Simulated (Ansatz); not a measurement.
Partial pair distribution functions of a relaxed model of amorphous In₉Ga₉Zn₉O₃₅F₂, broadened by 0.06 Å; density 5.72 g/cm³. These are PBE, scalar-relativistic without spin-orbit coupling (plane waves to 420 eV, PAW; Ansatz, a first-principles code) values and carry that method's errors.

The cell was made by melting and quenching with the CHGNet potential and then relaxed with DFT. O and F atoms were pushed apart under 1.9 Å during the dynamics, to hinder bonds among them. The hot cell started wider than the set density and was brought back towards it in steps. It is the lowest in DFT energy of 2 quenches. It is a model cell: composition and starting density were chosen by hand, and all elements were melted together. No dispersion term was used. Its density started from a set value of 5.84 and ended at 5.72 g/cm³. The quench (nominally 260 K/ps over its main leg) was far faster than any real one, so the model tends to hold more defects than a real film. Values belong to this one cell and scatter from quench to quench. The volume was free in the relaxation, at fixed shape. Stress components on the final sampling reach 1.6 GPa.

```tsv
r (Å)	g In-O	g Zn-O	g In-In	g Ga-Ga
1.65	0.00	0.01	0.00	0.00
1.75	0.00	0.45	0.00	0.00
1.85	0.03	2.78	0.00	0.00
1.95	0.66	5.00	0.00	0.00
2.05	3.31	5.72	0.00	0.00
2.15	7.51	3.61	0.00	0.00
2.25	5.62	1.01	0.00	0.00
2.35	1.66	0.48	0.00	0.00
2.45	0.57	0.15	0.00	0.00
2.55	0.23	0.14	0.00	0.00
2.65	0.03	0.16	0.00	0.00
2.75	0.01	0.12	0.00	0.00
2.85	0.12	0.33	0.00	0.00
2.95	0.14	0.44	0.00	0.30
3.05	0.18	0.51	0.00	3.38
3.15	0.25	0.53	0.00	3.93
3.25	0.46	0.64	0.16	4.48
3.35	0.29	0.62	2.20	2.72
3.45	0.11	0.84	3.79	1.83
3.55	0.44	0.94	3.11	0.46
3.65	1.35	1.47	2.36	0.01
3.75	1.47	1.23	2.04	0.00
3.85	1.08	0.96	2.15	0.02
3.95	1.48	0.78	0.69	0.43
4.05	1.77	0.97	1.20	0.59
4.15	1.09	0.88	0.83	0.60
4.25	0.93	1.04	0.59	0.29
4.35	0.91	0.87	0.08	0.09
4.45	1.00	1.10	0.03	0.68
4.55	1.07	1.73	0.42	1.13
4.65	1.59	1.77	0.79	1.60
```

Within 2.66 Å each In has 5.00 O neighbours on average.
